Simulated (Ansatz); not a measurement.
All values below come from PBE (plane waves to 420 eV, PAW; Ansatz, a quantum-chemistry and plane-wave program).

Plane-averaged electrostatic potential energy along the normal, in eV from the Fermi level, for a constructed model of the (100) surface of fcc Cu, c(2x2) surface alloy, Zn on one Cu site of the top plane (bottom of the slab: a bare face, its two planes held):…

(z (Å), V (eV)): (3.97, 4.57); (4.25, 4.57); (4.53, 4.57); (4.82, 4.57); (5.10, 4.56); (5.38, 4.55); (5.67, 4.52); (5.95, 4.47); (6.23, 4.35); (6.52, 4.12); (6.80, 3.65); (7.08, 2.66); (7.37, 0.36); (7.65, -5.53); (7.93, -11.78); (8.22, -14.13); (8.50, -12.15); (8.78, -6.51); (9.07, -1.80); (9.35, -3.84); (9.63, -10.05); (9.92, -14.02); (10.20, -13.77); (10.48, -9.35); (10.77, -3.30); (11.05, -2.13); (11.33, -7.37); (11.62, -12.79); (11.90, -14.33); (12.18, -11.62); (12.47, -5.60); (12.75, -1.67); (13.03, -4.77); (13.32, -10.93); (13.60, -14.23); (13.88, -13.29); (14.17, -8.32); (14.45, -2.67); (14.73, -2.86); (15.02, -8.68); (15.30, -13.56); (15.58, -14.37); (15.87, -10.96); (16.15, -4.84); (16.43, -2.01); (16.72, -5.87); (17.00, -11.08); (17.28, -13.61); (17.57, -12.15); (17.85, -7.00); (18.13, -1.24); (18.42, 1.90); (18.70, 3.14); (18.98, 3.77); (19.27, 4.08); (19.55, 4.23); (19.83, 4.31); (20.12, 4.35); (20.40, 4.36); (20.68, 4.37); (20.97, 4.38); (21.25, 4.38); (21.53, 4.38); (21.82, 4.38)

Model: 12-atom slab, 9.0 Å thick at the start (thin: gaps and levels are the slab's own), 10x10x1 mesh, Fermi-Dirac 0.1 eV, dipole correction, 4 atoms held, the rest relaxed; symmetry of the start imposed; no spin, no spin-orbit, no U. It is one candidate, not shown to be the stable structure of the face.

The vacuum level lies 4.38 eV above the Fermi level over the top face and 4.57 eV above it under the bottom face.
